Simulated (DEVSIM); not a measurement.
Structure: Au/HfO2/n-GaSb capacitor, at 250 K.

| layer (left to right) | material | thickness (nm) | Nd (cm⁻³) |
|---|---|---|---|
| 1 | HfO2 | 3.50 | - |
| 2 | GaSb | 2800 | 4.5e16 |

Metal gate on the left, work function 5.1 eV. Fixed charge at the semiconductor interface -5.4e10 cm⁻² (in units of +e); interface traps 1.1e12 cm⁻² eV⁻¹, uniform in energy, neutral level at 0.7 of the gap above the valence band.

The device is made up for the run: typed textbook-type constants, with dimensions and the other settings drawn at random. Values at 300 K; Nc and Nv go as T^1.5, mobilities as T to minus their exponent, the gap by Varshni's rule with the affinity fixed.

```
parameter         HfO2     GaSb
----------------  ----  -------
gap (eV)           5.7    0.726
affinity (eV)      2.5     4.06
permittivity        22     15.7
Nc (cm⁻³)            -   2.1e17
Nv (cm⁻³)            -   1.8e19
Varshni α (eV/K)     -  0.00042
Varshni β (K)        -      140
```

Simulated with DEVSIM: 1D Poisson equation in equilibrium, Boltzmann statistics, complete ionisation; no quantum confinement or tunnelling. Metal contacts follow the ideal Schottky-Mott rule: no Fermi-level pinning, no interface dipoles.

Base results: threshold voltage (band bending 2φF) (V) 0.39; minimum of the low-frequency capacitance (μF/cm²) 0.267; capacitance of the dielectric stack (μF/cm²) 5.57.

**Question.** What follows from this one change: interface trap density 1.1e+12 → 3e+11 cm^-2 eV^-1?

**Answer.** threshold voltage (band bending 2φF) little changed (0.40 V); minimum of the low-frequency capacitance 0.267 → 0.148 μF/cm²; capacitance of the dielectric stack little changed (5.57 μF/cm²).

**Question.** What follows from this one change: temperature 250 → 300 K?

**Answer.** threshold voltage (band bending 2φF) 0.39 → 0.44 V; minimum of the low-frequency capacitance 0.267 → 0.276 μF/cm²; capacitance of the dielectric stack little changed (5.57 μF/cm²).

**Question.** What follows from this one change: HfO2 thickness 0.0035 → 0.0024 μm?

**Answer.** threshold voltage (band bending 2φF) little changed (0.40 V); minimum of the low-frequency capacitance little changed (0.271 μF/cm²); capacitance of the dielectric stack 5.57 → 8.12 μF/cm².

**Question.** What follows from this one change: fixed charge -5.4e+10 → -4.104e+12 cm^-2?

**Answer.** threshold voltage (band bending 2φF) 0.39 → 0.50 V; minimum of the low-frequency capacitance little changed (0.266 μF/cm²); capacitance of the dielectric stack little changed (5.57 μF/cm²).
